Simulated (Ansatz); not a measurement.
**A computed series for GaAs: alloy series**

The reference is GaAs in the zinc blende structure (space group F-43m, No. 216; a = 5.659 Å).

The other end (x = 1) is InAs in the zinc blende structure (space group F-43m, No. 216): 28.20 Å³/atom, gap zero.

In replaces a fraction x of Ga; each row is one arrangement (x, atoms in the cell, starting space group or random), fully relaxed.

Computed with PBEsol (Ansatz, a quantum-chemistry and plane-wave program; PAW; 420 eV plane waves; no spin-orbit coupling), earlier PAW set.

Notes on the quantities. mixing energy: to 0.01 eV only: unlike meshes or grids.

```
variant                       band gap  mixing energy  volume per atom
----------------------------  --------  -------------  ---------------
base                           0.42 eV              –         22.66 Å³
x(In) = 0.25, 8 atoms, P-4m2   0.08 eV  +0.01 eV/atom         23.98 Å³
x(In) = 0.333, 6 atoms, P3m1      zero  +0.03 eV/atom         24.49 Å³
x(In) = 0.5, 4 atoms, P-4m2       zero  +0.02 eV/atom         25.34 Å³
x(In) = 0.75, 8 atoms, Amm2       zero  +0.02 eV/atom         26.79 Å³
```

Each cell is one ordered arrangement of few atoms, which overstates ordering effects compared with a random alloy. Whether these cells are dynamically stable was not tested. The final runs are not spin-polarised. Gaps under 0.05 eV, about the width of the smearing, are given as zero. The zero or small gap of InGa3As4, InAs, InGa2As3 and InGaAs2 can change with the level of theory.
